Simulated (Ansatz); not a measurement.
Worked calculations on one periodic cell of amorphous Ti20O42Sn: Ti20O42Sn, 63 atoms, volume 777.8 Å³, made by a melt-quench on the CHGNet potential and relaxed with DFT. O atoms were pushed apart under 1.9 Å during the dynamics, to hinder bonds among them. It is a model cell: composition and starting density were chosen by hand, and all elements were melted together. Cycles of charging were run to anneal it. All values below come from PBE, scalar-relativistic without spin-orbit coupling (plane waves to 420 eV, PAW; Ansatz, a quantum-chemistry and plane-wave program). Sampling: a 2×2×2 Γ-centred mesh; Fermi-Dirac width 0.02 eV; no spin polarisation. Its volume was held where the quench left it, its shape was free, and it stands at a mean pressure of -0.3 GPa with stress components up to 0.3 GPa; the relaxation ran on the zone centre alone. Its density went from a set 3.73 to 3.73 g/cm³. The cell is small and was quenched far faster than a real film, so it is one sample of the glass.

Problem. Count formal charges (Ti +4, O -2, Sn +4). What does the count lead one to expect at the Fermi level, and what does the calculation give?

Solution. 20 × (+4) + 42 × (-2) + 1 × (+4) = 0. The charges balance, so the anion-derived valence states can be full and a gap can open. On this mesh the highest filled and lowest empty level lie 2.69 eV apart, the PBE gap of this cell, with a localised state at one edge or both.

Four energies for an added electron at PBE on the zone centre alone (charged cells in a uniform background, spin-polarised): neutral at the neutral geometry -79925.721 eV; charged at the neutral geometry -79916.599 eV; charged and relaxed -79916.667 eV; neutral at the charged geometry -79925.623 eV.

Problem. Find the two relaxation energies and their sum, the reorganisation energy.

Solution. On charging: -79916.599 − (-79916.667) = 0.068 eV. On discharging: -79925.623 − (-79925.721) = 0.098 eV. The sum is 0.166 eV. The carrier's level spreads over 16 of the 63 atoms' worth, more than a fifth of the atoms or a third of the atoms of its main element (six at least), and the sum is small, so it counts as a band carrier, whose relaxation energy shrinks as the cell grows. PBE's self-interaction favours spread-out carriers, so a hybrid can localise more.

Four energies for a hole at PBE on the zone centre alone (charged cells in a uniform background, spin-polarised): neutral at the neutral geometry -79925.721 eV; charged at the neutral geometry -79932.009 eV; charged and relaxed -79932.126 eV; neutral at the charged geometry -79925.475 eV.

Problem. Find the two relaxation energies and their sum, the reorganisation energy.

Solution. On charging: -79932.009 − (-79932.126) = 0.117 eV. On discharging: -79925.475 − (-79925.721) = 0.246 eV. The sum is 0.363 eV. The carrier's level spreads over 7 of the 63 atoms' worth, so it counts as partly localised, most on one O atom with neighbours Ti 1.95 Å, Ti 2.07 Å, Sn 2.08 Å (neutral geometry). The values are uncorrected: the image energy of a point charge in this cell, 2.84 × 14.40 / (2 × 9.2) = 2.2 eV before screening, is screened by electrons alone at the fixed geometry and by ions too after relaxing, and the carrier can be spread before it relaxes, so each term can be off by up to that value times 1/ε∞, some tenths of an eV. PBE's self-interaction favours spread-out carriers, so a hybrid can localise more.
